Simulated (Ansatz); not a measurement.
Structure of amorphous Si₆₀C₃₆ (periodic cell):

```
CELL_PARAMETERS angstrom
     11.17254    -0.44251     0.10467
     -0.44251    11.09239    -0.14554
      0.10467    -0.14554    10.86321
ATOMIC_POSITIONS crystal
  Si 0.36822 0.18847 0.35752
  Si 0.16526 0.72213 0.01158
  Si 0.01165 0.38409 0.71562
  Si 0.64078 0.76438 0.78872
  Si 0.34969 0.39604 0.27078
  Si 0.16117 0.17350 0.30076
  Si 0.25087 0.66064 0.62102
  Si 0.93314 0.55692 0.43406
  Si 0.00772 0.88214 0.43753
  Si 0.59897 0.18934 0.35647
  Si 0.73687 0.12815 0.70045
  Si 0.68080 0.31373 0.10756
  Si 0.46716 0.68936 0.59871
  Si 0.07433 0.74027 0.82218
  Si 0.36001 0.34850 0.05963
  Si 0.36583 0.36960 0.79786
  Si 0.17910 0.41216 0.39466
  Si 0.89976 0.91954 0.74727
  Si 0.49809 0.19741 0.07460
  Si 0.94430 0.57073 0.76174
  Si 0.02861 0.90621 0.21395
  Si 0.51710 0.09285 0.87350
  Si 0.68346 0.45398 0.36699
  Si 0.62516 0.79374 0.35860
  Si 0.21251 0.45165 0.67636
  Si 0.03196 0.00053 0.95816
  Si 0.83974 0.75502 0.96205
  Si 0.70966 0.99997 0.94250
  Si 0.86098 0.25554 0.57183
  Si 0.99389 0.54459 0.12036
  Si 0.82879 0.47067 0.99506
  Si 0.28388 0.98287 0.48847
  Si 0.90264 0.73022 0.16551
  Si 0.18691 0.22879 0.01181
  Si 0.46046 0.95272 0.23035
  Si 0.36860 0.81518 0.37854
  Si 0.11496 0.90592 0.61983
  Si 0.61407 0.78090 0.08167
  Si 0.64593 0.93191 0.63279
  Si 0.55755 0.53208 0.95645
  Si 0.78832 0.44294 0.54427
  Si 0.16963 0.19506 0.61828
  Si 0.07108 0.22953 0.82737
  Si 0.03284 0.09742 0.45772
  Si 0.20878 0.71697 0.26682
  Si 0.41633 0.37805 0.51937
  Si 0.99413 0.41429 0.28710
  Si 0.61310 0.58402 0.17934
  Si 0.13661 0.61793 0.44677
  Si 0.34393 0.09739 0.66471
  Si 0.24859 0.04635 0.94455
  Si 0.20538 0.54548 0.13149
  Si 0.36087 0.62518 0.00141
  Si 0.78354 0.65447 0.32896
  Si 0.35478 0.85430 0.79297
  Si 0.86631 0.24182 0.27140
  Si 0.73927 0.04914 0.38259
  Si 0.31263 0.90272 0.07681
  Si 0.80969 0.81490 0.50938
  Si 0.48688 0.53567 0.36794
  C  0.88562 0.19852 0.00557
  C  0.45998 0.44914 0.67354
  C  0.24268 0.34493 0.53892
  C  0.10548 0.15174 0.14795
  C  0.51052 0.82656 0.70507
  C  0.87911 0.12326 0.12349
  C  0.36171 0.02258 0.81668
  C  0.73530 0.56983 0.78268
  C  0.68474 0.91394 0.46784
  C  0.93811 0.13001 0.89533
  C  0.49599 0.22946 0.49553
  C  0.48937 0.70453 0.42441
  C  0.32724 0.77905 0.94765
  C  0.87880 0.15703 0.42257
  C  0.70635 0.30684 0.27836
  C  0.66975 0.47345 0.06306
  C  0.40118 0.46565 0.94011
  C  0.57524 0.16580 0.71803
  C  0.49440 0.17623 0.62347
  C  0.20156 0.79609 0.71530
  C  0.00038 0.05635 0.12910
  C  0.16679 0.83497 0.15206
  C  0.82303 0.30063 0.00701
  C  0.60648 0.59165 0.79703
  C  0.61665 0.88909 0.21331
  C  0.83265 0.06279 0.82341
  C  0.96531 0.85328 0.88464
  C  0.76754 0.03691 0.10976
  C  0.47865 0.12393 0.23972
  C  0.76832 0.82333 0.67871
  C  0.52828 0.55738 0.68719
  C  0.79798 0.53912 0.67953
  C  0.69308 0.82912 0.93964
  C  0.82378 0.59858 0.88412
  C  0.71806 0.98585 0.21411
  C  0.50736 0.65162 0.07273
```

Computed with PBE, scalar-relativistic without spin-orbit coupling (plane waves to 420 eV, PAW; Ansatz, an electronic-structure program). Neutral PBE cell, which sets geometry, pressure and energy: sampling: a 2×2×2 Γ-centred mesh; Fermi-Dirac width 0.05 eV; no spin polarisation.

It comes from a melt-quench run on a machine-learned potential (CHGNet), relaxed afterwards by DFT. The hot cell started wider than the set density and was brought back towards it in steps. It is the lowest in DFT energy of 4 quenches. It is a model cell: composition and starting density were chosen by hand, and all elements were melted together. No dispersion term was used. A short ab initio anneal came between quench and relaxation. The simulated quench is rapid and tends to freeze in more defects than a deposited or slowly cooled glass has. One small periodic cell is one sample of the glass; other quenches scatter about these values. Volume and shape were free in the relaxation.

Give the pressure, the energy against reference phases and the spacing of the highest filled and lowest empty levels.


```yaml
Pressure on a 2×2×2 Γ-centred mesh: -0.03 GPa
Largest force and stress component on that mesh (the relaxation ran on one k-point at (1/4, 1/4, 1/4)): 0.12 eV/Å and 0.2 GPa
Energy relative to 6H silicon carbide + silicon (lowest mix at this level among the phases computed, not always the ambient ones): 0.556 eV/atom
Level gap on a 2×2×2 Γ-centred mesh (PBE): within the smearing (under twice its width)
```

At PBE and the zone centre, how localised are the states just below and above the Fermi level (participation number: the atoms over which a state spreads)?

The highest filled state is spread over 19.0 atoms' worth, largest on Si16, with weights by element (charge in smoothed Voronoi cells) Si 0.71, C 0.29. The lowest empty state is spread over 43.2 atoms' worth, largest on Si48, with weights by element (charge in smoothed Voronoi cells) Si 0.77, C 0.23.

At PBE the levels at the filled edge of the gap are localised (band-tail or defect states). The levels at the Fermi energy are partly filled. A closed spacing in one fast-quenched cell at PBE doesn't show the material to be a metal.

Cut-offs for bonds: Si-Si 2.70 Å, Si-C 2.20 Å, C-C 1.78 Å.

A PBE run started with 1 μB on atoms that lack a bond or may hold spare charge lost its moments; other starts weren't tried.
